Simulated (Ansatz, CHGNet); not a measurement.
For Si₃N₄ (P6₃/m, No. 176), the machine-learned potential CHGNet 0.3.0 (trained on PBE and PBE+U data) gives:

- equilibrium lattice constant a = 7.669 Å
- lattice parameter c = 2.927 Å

Task: What does r²SCAN-D4 (PAW; Ansatz, a quantum-chemistry and plane-wave program) give for the same quantities?

Result: 
- lattice constant a: 7.589 Å (shrinks by 1.0 %)
- lattice parameter c: 2.900 Å (falls by 0.9 %)

Changes are worked out from the printed values.

Unless a cell is named, each level is at its own relaxed cell (CHGNet 0.3.0 10.65, r²SCAN-D4 10.33 Å³/atom).

Ansatz's density-functional and Hartree–Fock values are scalar-relativistic unless marked +SOC, with PAW data made under PBE.
